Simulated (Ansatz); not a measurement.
Worked calculations on one periodic cell of amorphous Al$_{28}$O$_{47}$Ta$_{2}$: Al28O47Ta2, 77 atoms, volume 856.5 Å³, made by a melt-quench on the CHGNet potential and relaxed with DFT. O atoms were pushed apart under 1.9 Å during the dynamics, to hinder bonds among them. It is a model cell: composition and starting density were chosen by hand, and all elements were melted together. Cycles of charging were run to anneal it. Method: PBE, scalar-relativistic without spin-orbit coupling (plane waves to 420 eV, PAW; Ansatz, a quantum-chemistry and plane-wave program). Sampling: a 2×2×2 Γ-centred mesh; Fermi-Dirac width 0.02 eV; no spin polarisation. Its volume was held where the quench left it, its shape was free, and it stands at a mean pressure of 1.3 GPa with stress components up to 1.4 GPa; the relaxation ran on the zone centre alone. Its density went from a set 3.62 to 3.62 g/cm³. The cell is small and was quenched far faster than a real film, so it is one sample of the glass.

Q: Count formal charges (Al +3, O -2, Ta +5). What does the count lead one to expect at the Fermi level, and what does the calculation give?

A: 28 × (+3) + 47 × (-2) + 2 × (+5) = 0. The charges balance, so the anion-derived valence states can be full and a gap can open. On this mesh the highest filled and lowest empty level lie 3.11 eV apart, the PBE gap of this cell, with a localised state at one edge or both.

Four energies for an added electron at PBE on the zone centre alone (charged cells in a uniform background, spin-polarised): neutral at the neutral geometry -61683.741 eV; charged at the neutral geometry -61674.860 eV; charged and relaxed -61675.093 eV; neutral at the charged geometry -61683.201 eV.

Q: Find the two relaxation energies and their sum, the reorganisation energy.

A: On charging: -61674.860 − (-61675.093) = 0.233 eV. On discharging: -61683.201 − (-61683.741) = 0.540 eV. The sum is 0.773 eV. The carrier's level spreads over 5 of the 77 atoms' worth, so it counts as localised, most on one Ta atom with neighbours O 1.92 Å, O 1.95 Å, O 1.96 Å, O 2.00 Å, O 2.05 Å, O 2.24 Å (neutral geometry). The values are uncorrected: the image energy of a point charge in this cell, 2.84 × 14.40 / (2 × 9.5) = 2.2 eV before screening, is screened by electrons alone at the fixed geometry and by ions too after relaxing, and the carrier can be spread before it relaxes, so each term can be off by up to that value times 1/ε∞, some tenths of an eV. PBE's self-interaction favours spread-out carriers, so a hybrid can localise more.

Four energies for a hole at PBE on the zone centre alone (charged cells in a uniform background, spin-polarised): neutral at the neutral geometry -61683.741 eV; charged at the neutral geometry -61689.191 eV; charged and relaxed -61689.436 eV; neutral at the charged geometry -61683.124 eV.

Q: Find the two relaxation energies and their sum, the reorganisation energy.

A: On charging: -61689.191 − (-61689.436) = 0.245 eV. On discharging: -61683.124 − (-61683.741) = 0.617 eV. The sum is 0.862 eV. The carrier's level spreads over 5 of the 77 atoms' worth, so it counts as localised, most on one O atom with neighbours Al 1.79 Å, Al 1.88 Å, Al 1.89 Å (neutral geometry). The values are uncorrected: the image energy of a point charge in this cell, 2.84 × 14.40 / (2 × 9.5) = 2.2 eV before screening, is screened by electrons alone at the fixed geometry and by ions too after relaxing, and the carrier can be spread before it relaxes, so each term can be off by up to that value times 1/ε∞, some tenths of an eV. PBE's self-interaction favours spread-out carriers, so a hybrid can localise more.
